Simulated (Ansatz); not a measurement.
Consider HfS2 in the CdI2 type structure (space group P-3m1, No. 164; a = 3.606 Å, c = 5.768 Å; layered, stacked along the Cartesian z axis). Axes: x lies along a and z along c of the hexagonal cell.

The values are results of DFT with PBE-D3(BJ), PAW potentials and a 420 eV plane-wave cutoff in Ansatz (a program for electronic structure), no spin-orbit coupling, not measurements.

Modification: an isotropic linear strain of +3.00 %; the atoms relax in the strained cell.

### Question
Predict the stress tensor and what it implies for the stiffness.

### Answer
Stress of the strained cell less that of the base (GPa, compression positive):
```
  -4.54    0.00    0.00
   0.00   -4.54    0.00
   0.00    0.00   -1.14
```

Then B = −ΔP/(ΔV/V₀) with ΔV/V₀ = 0.0927 gives secant stiffness values (nonlinear terms included at this strain): B (at held cell shape, above the free-shape value) ≈ 37 GPa.

As a check, the harmonic strain energy −½ V₀ Δσ:ε is 21 meV/atom; the computed energy rise is 23 meV/atom.

Stability against distortions was not tested.
